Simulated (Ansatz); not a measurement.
The reference is CdTe in the zinc blende structure (space group F-43m, No. 216).

```yaml
crystal:
  lattice:
    - [0.00000, 3.27889, 3.27889]
    - [3.27889, 0.00000, 3.27889]
    - [3.27889, 3.27889, 0.00000]
  atoms:
    - { symbol: Cd, position: [0.00000, 0.00000, 0.00000] }
    - { symbol: Te, position: [0.25000, 0.25000, 0.25000] }
```

Method: r2SCAN, PAW, 500 eV (Ansatz, an electronic-structure program; spin-orbit coupling left out).

Base values:

The hole mass is 0.092, 0.55, 0.55 mₑ (at Γ).

Now apply this change: the cell is scaled by 1.0100 in all directions; the atoms relax in the strained cell.

Q: What happens to the hole mass?

A: The hole mass (degenerate bands, along [100]) changes from 0.092, 0.55, 0.55 mₑ (at Γ) to 0.088, 0.57, 0.57 mₑ (at Γ).

Q: How does this affect the mean gap deformation potential ΔEg/Δln V?

A: The mean gap deformation potential ΔEg/Δln V amounts to -3.2 eV.

Spin-orbit coupling, missing from the scalar runs, can matter with Te. Effective masses come from finite differences of ±0.01 Å⁻¹. Whether these cells are dynamically stable was not tested.
